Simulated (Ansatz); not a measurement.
The parent structure is SiC in the zinc blende structure (space group F-43m, No. 216).

```yaml
crystal:
  lattice:
    - [0.00000, 2.17843, 2.17843]
    - [2.17843, 0.00000, 2.17843]
    - [2.17843, 2.17843, 0.00000]
  atoms:
    - { symbol: Si, position: [0.00000, 0.00000, 0.00000] }
    - { symbol: C, position: [0.25000, 0.25000, 0.25000] }
```

Cartesian axes are those of the cell as printed.

Computed with plane-wave PAW DFT at the PBEsol level (Ansatz, a first-principles code, 420 eV), no spin-orbit coupling.

Perturbation: uniaxial strain ε_zz = −2.00 %, all other strain components held at zero; the atoms relax in the strained cell.

Task: Predict the stress tensor and what it implies for the stiffness.

Result: Stress of the strained cell less that of the base (GPa, compression positive):
```
   3.00    0.00    0.00
   0.00    3.00    0.00
   0.00    0.00    7.88
```

Then −Δσ_ii/ε with ε = -0.0200 gives secant stiffness values (nonlinear terms included at this strain): C33 ≈ 394 GPa, C13 ≈ 150 GPa and C23 ≈ 150 GPa.

As a check, the harmonic strain energy −½ V₀ Δσ:ε is 5.1 meV/atom; the computed energy rise is 5.1 meV/atom.

Stability against distortions was not tested.
